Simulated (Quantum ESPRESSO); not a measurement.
A self-consistent single point of Sc₂Co (I4/mcm, 6 atoms in the cell) with Quantum ESPRESSO.

Computed with LDA (PZ), PSlibrary ultrasoft (LDA) pseudopotentials (plane waves; Quantum ESPRESSO).

```yaml
crystal:
  lattice:
    - [-3.15008, 3.15008, 2.82160]
    - [3.15008, -3.15008, 2.82160]
    - [3.15008, 3.15008, -2.82160]
  atoms:
    - { symbol: Sc, position: [0.32159, 0.82159, 0.14318] }
    - { symbol: Sc, position: [0.67841, 0.17841, 0.85682] }
    - { symbol: Sc, position: [0.82159, 0.67841, 0.50000] }
    - { symbol: Sc, position: [0.17841, 0.32159, 0.50000] }
    - { symbol: Co, position: [0.75000, 0.75000, 0.00000] }
    - { symbol: Co, position: [0.25000, 0.25000, 0.00000] }
```

Reference input (self-consistent single point, DFT, PBEsol, plane waves, PSlibrary ultrasoft (PBE) pseudopotentials): ecutwfc = 55 Ry; ecutrho = 440 Ry; occupations = smearing; smearing = fd; degauss = 0.0036749 Ry; input_dft = pbesol; potentials = {Sc: Sc.pbe-spn-rrkjus_psl.1.0.0.UPF, Co: Co.pbe-n-rrkjus_psl.1.0.0.UPF}; K_POINTS = automatic 5 5 5 0 0 0; conv_thr = 1e-11 Ry; mixing_beta = 0.4. This run's input differs from it in these lines:

```diff
@@ -17,3 +17,2 @@
    degauss = 0.0036749,
-   input_dft = 'pbesol',
 /
@@ -24,4 +23,4 @@
 ATOMIC_SPECIES
-Sc    44.9559  Sc.pbe-spn-rrkjus_psl.1.0.0.UPF
-Co    58.9332  Co.pbe-n-rrkjus_psl.1.0.0.UPF
+Sc    44.9559  Sc.pz-spn-rrkjus_psl.1.0.0.UPF
+Co    58.9332  Co.pz-n-rrkjus_psl.1.0.0.UPF
 CELL_PARAMETERS {angstrom}
```

Output, abridged:

```
     Self-consistent Calculation

     iteration #  1     ecut=    55.00 Ry     beta= 0.40

     total energy              =    -540.11413767 Ry
     estimated scf accuracy    <       5.51375911 Ry

     iteration #  2     ecut=    55.00 Ry     beta= 0.40

     total energy              =    -540.24736930 Ry
     estimated scf accuracy    <      82.62000227 Ry

     iteration #  3     ecut=    55.00 Ry     beta= 0.40

     total energy              =    -542.08127038 Ry
     estimated scf accuracy    <      14.65383330 Ry

   [... 54 blocks of this kind left out ...]

     iteration # 58     ecut=    55.00 Ry     beta= 0.40

     total energy              =    -543.16959103 Ry
     estimated scf accuracy    <          2.5E-10 Ry

     iteration # 59     ecut=    55.00 Ry     beta= 0.40
     End of self-consistent calculation

     the Fermi energy is    10.6726 ev

!    total energy              =    -543.16959103 Ry
     estimated scf accuracy    <          4.0E-13 Ry
     smearing contrib. (-TS)   =      -0.00479917 Ry
     internal energy E=F+TS    =    -543.16479186 Ry

     convergence has been achieved in  59 iterations

     Forces acting on atoms (cartesian axes, Ry/au):

     atom    1 type  1   force =    -0.00398635   -0.00398635   -0.00000000
     atom    2 type  1   force =     0.00398635    0.00398635   -0.00000000
     atom    3 type  1   force =     0.00398635   -0.00398635   -0.00000000
     atom    4 type  1   force =    -0.00398635    0.00398635    0.00000000
     atom    5 type  2   force =    -0.00000000    0.00000000   -0.00000000
     atom    6 type  2   force =     0.00000000    0.00000000    0.00000000

     Total force =     0.011275     Total SCF correction =     0.000000

          total   stress  (Ry/bohr**3)                   (kbar)     P=      -83.61
  -0.00056880   0.00000000   0.00000000          -83.67        0.00        0.00
   0.00000000  -0.00056880   0.00000000            0.00      -83.67        0.00
   0.00000000   0.00000000  -0.00056742            0.00        0.00      -83.47

   JOB DONE.
```

The run converged in 59 iterations. Against the reference run the pressure goes from -4.67 to -8.36 GPa and the largest force goes from 0.062 to 0.145 eV/Å.

The starting cell comes from a database of computed structures (which also holds hypothetical and non-ambient phases and stackings), without a prior relaxation at this level. Its lattice was rescaled by a random factor within 2.5 % of one. Spin polarisation is off. With a pressure of about -8 GPa the cell is away from its equilibrium volume at this level.

Cost on one core of a shared machine: roughly 8 min.
